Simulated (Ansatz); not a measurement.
Results of G0W0@PBEsol in Ansatz (hard PAW, contour deformation) for BaAlHO2 (model structure, started from the SrVO2H type, P4/mmm, No. 123, 5 atoms in the cell).

The same calculation (at the PBEsol cell, 11.532 Å³/atom) with different numerical settings; throughout: k mesh 2×2×2:

```
run  response cutoff (eV)  empty bands  quasiparticle gap on the mesh (eV)  quasiparticle gap at Γ (eV)   rough time
---  --------------------  -----------  ----------------------------------  ---------------------------  -----------
1                     100          241                               3.933                        6.117    50 core-s
2                     150          442                               4.081                        6.257    90 core-s
3                     200          680                               4.200                        6.363   5 core-min
4                     250          951                               4.276                        6.431  10 core-min
5                     300         1250                               4.328                        6.479  10 core-min
```

In the column quasiparticle gap on the mesh (eV) the first row differs from the last by -0.395 and the next to last by -0.052.

The last row is no converged limit: other settings stay fixed.

Spin–orbit coupling is not included.

A model structure was made by putting elements into a prototype or built by hand; it is no filed structure, need not be a known phase, and can be a saddle point held by its symmetry.

Ansatz is a quantum-chemistry and plane-wave program.
